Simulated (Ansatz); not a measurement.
Consider interstitial O in beta Ga2O3, charge state -2. The step: several atoms move together, O the farthest (a rearrangement that moves the defect's centre by under 1 Å); the atom moves 1.07 Å along (0.04, -0.31, 0.02) of the unit cell; the moving atom starts with neighbours Ga at 1.96, Ga at 1.97, Ga at 2.00; O at 2.39, O at 2.48 Å and ends with 2 Ga at 2.08, 2 Ga at 2.10; 2 O at 2.41, O at 2.45 Å. A PBE band in Ansatz (plane-wave PAW, the Γ point alone, 120 host sites, 60 SCF runs with any check of the saddle's order, static, no finite-size correction) gives a forward barrier of 0.13 eV. The saddle point's order was not checked. The charge state is imposed; whether it is stable for some Fermi level was not computed. Sites that were not tried may lie lower. The start lies 0.044 eV above the lowest site run (PBE).

Single points at the band's start and saddle point can refine it. Rough cost of one point, in units of the band's mean SCF on the same machine:

```
Level                                             Cost of one point
------------------------------------------------  -----------------
PBE, a 2×2×2 k-point mesh shifted by half a step           about 10
r2SCAN at 500 eV, the Γ point alone                         about 2
```

### Question
Which of these move the barrier by more than 0.1 eV, and how far does each move it?

### Answer
Not one does. PBE, a 2×2×2 k-point mesh shifted by half a step: 0.00 eV; r2SCAN at 500 eV, the Γ point alone: +0.05 eV. Each functional is compared with PBE at the same k-points.

Ansatz is a quantum-chemistry and plane-wave program.
